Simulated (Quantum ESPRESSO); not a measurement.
The steps of a band-structure calculation for ScAl3 (Pm-3m, 4 atoms in the cell) with Quantum ESPRESSO.

Method: PBE, GBRV 1.5 ultrasoft (PBE) pseudopotentials (plane waves; Quantum ESPRESSO 7.5).

Step 1 (scf):

```fortran
&control
  calculation = 'scf'
  outdir = './tmp/'
  pseudo_dir = './'
  tprnfor = .true.
  tstress = .true.
/
&system
  ibrav = 0
  nat = 4
  ntyp = 2
  ecutwfc = 50
  ecutrho = 400
  occupations = 'smearing'
  smearing = 'methfessel-paxton'
  degauss = 0.0036749
  nbnd = 16
/
&electrons
  conv_thr = 1.0d-10
/
ATOMIC_SPECIES
Sc    44.9559  sc_pbe_v1.uspp.F.UPF
Al    26.9815  al_pbe_v1.uspp.F.UPF
CELL_PARAMETERS angstrom
   4.0878100000     0.0000000000     0.0000000000
   0.0000000000     4.0878100000     0.0000000000
   0.0000000000     0.0000000000     4.0878100000
ATOMIC_POSITIONS crystal
Sc    0.0000000000    0.0000000000    0.0000000000
Al    0.5000000000    0.0000000000    0.5000000000
Al    0.0000000000    0.5000000000    0.5000000000
Al    0.5000000000    0.5000000000    0.0000000000
K_POINTS automatic
7 7 7  0 0 0
```

Step 2 (bands):

```fortran
&control
  calculation = 'bands'
  outdir = './tmp/'
  pseudo_dir = './'
  verbosity = 'high'
/
&system
  ibrav = 0
  nat = 4
  ntyp = 2
  ecutwfc = 50
  ecutrho = 400
  occupations = 'smearing'
  smearing = 'methfessel-paxton'
  degauss = 0.0036749
  nbnd = 18
/
&electrons
  conv_thr = 1.0d-10
  startingwfc = 'random'
  diago_thr_init = 1.0d-6
  diagonalization = 'cg'
/
ATOMIC_SPECIES
Sc    44.9559  sc_pbe_v1.uspp.F.UPF
Al    26.9815  al_pbe_v1.uspp.F.UPF
CELL_PARAMETERS angstrom
   4.0878100000     0.0000000000     0.0000000000
   0.0000000000     4.0878100000     0.0000000000
   0.0000000000     0.0000000000     4.0878100000
ATOMIC_POSITIONS crystal
Sc    0.0000000000    0.0000000000    0.0000000000
Al    0.5000000000    0.0000000000    0.5000000000
Al    0.0000000000    0.5000000000    0.5000000000
Al    0.5000000000    0.5000000000    0.0000000000
K_POINTS crystal_b
8
  0.00000000   0.00000000   0.00000000   8  ! G
  0.00000000   0.50000000   0.00000000   8  ! X
  0.50000000   0.50000000   0.00000000  11  ! M
  0.00000000   0.00000000   0.00000000  13  ! G
  0.50000000   0.50000000   0.50000000  11  ! R
  0.00000000   0.50000000   0.00000000   1  ! X
  0.50000000   0.50000000   0.00000000   8  ! M
  0.50000000   0.50000000   0.50000000   1  ! R
```

Step 3 (bands.x):

```fortran
&bands
  outdir = './tmp/'
  filband = 'bands.dat'
  lsym = .false.
/
```

Output of bands (abridged):

```
     Atomic positions and unit cell read from directory:
     ./tmp/pwscf.save/

     Message from routine setup:
     using ibrav=0 with symmetry is DISCOURAGED, use correct ibrav instead
     G-vector sticks info
     --------------------
     sticks:   dense  smooth     PW     G-vecs:    dense   smooth      PW
     Sum        1893     949    293                62213    22119    3743

     bravais-lattice index     =            0
   [... lines left out ...]
     unit-cell volume          =     460.9658 (a.u.)^3
   [... lines left out ...]

     number of k points=    61  Methfessel-Paxton smearing, width (Ry)=  0.0037
                       cart. coord. in units 2pi/alat
        k(    1) = (   0.0000000   0.0000000   0.0000000), wk =   0.0327869
        k(    2) = (   0.0000000   0.0625000   0.0000000), wk =   0.0327869
        k(    3) = (   0.0000000   0.1250000   0.0000000), wk =   0.0327869
   [... 58 lines left out ...]

     Dense  grid:    62213 G-vectors     FFT dimensions: (  50,  50,  50)

     Smooth grid:    22119 G-vectors     FFT dimensions: (  36,  36,  36)

     The potential is recalculated from file :
     ./tmp/pwscf.save/charge-density

     Band Structure Calculation
     CG style diagonalization

     ethr =  1.00E-06,  avg # of iterations = 29.9

     End of band structure calculation

          k = 0.0000 0.0000 0.0000 (  2777 PWs)   bands (ev):

   -39.7893 -18.4899 -18.4899 -18.4899  -0.8444   6.5916   6.5916   7.3721
     7.3721   7.3721  10.5157  10.5233  10.5233  10.5233  13.9389  13.9389
    14.4601  14.4601

          k = 0.0000 0.0625 0.0000 (  2765 PWs)   bands (ev):

   -39.7892 -18.4911 -18.4898 -18.4898  -0.8083   6.1980   6.6198   7.3773
     7.3773   7.6652  10.4999  10.4999  10.5346  10.6718  13.5194  13.9827
    14.4974  14.4978

   [... 59 blocks of this kind left out ...]
```

Output of bands.x (abridged):

```
     Reading xml data from directory:

     ./tmp/pwscf.save/

     G-vector sticks info
     --------------------
     sticks:   dense  smooth     PW     G-vecs:    dense   smooth      PW
     Sum        1893     949    293                62213    22119    3743

     Reading collected, re-writing distributed wavefunctions
     high-symmetry point:  0.0000 0.0000 0.0000   x coordinate   0.0000
     high-symmetry point:  0.0000 0.5000 0.0000   x coordinate   0.5000
     high-symmetry point:  0.5000 0.5000 0.0000   x coordinate   1.0000
     high-symmetry point:  0.0000 0.0000 0.0000   x coordinate   1.7071
     high-symmetry point:  0.5000 0.5000 0.5000   x coordinate   2.5731
     high-symmetry point:  0.0000 0.5000 0.0000   x coordinate   3.2802
     high-symmetry point:  0.5000 0.5000 0.0000   x coordinate   3.2802
     high-symmetry point:  0.5000 0.5000 0.5000   x coordinate   3.7802

     Plottable bands (eV) written to file bands.dat.gnu
     Bands written to file bands.dat

   JOB DONE.
```

The starting cell comes from a database of computed structures (which also holds hypothetical and non-ambient phases and stackings), without a prior relaxation at this level.
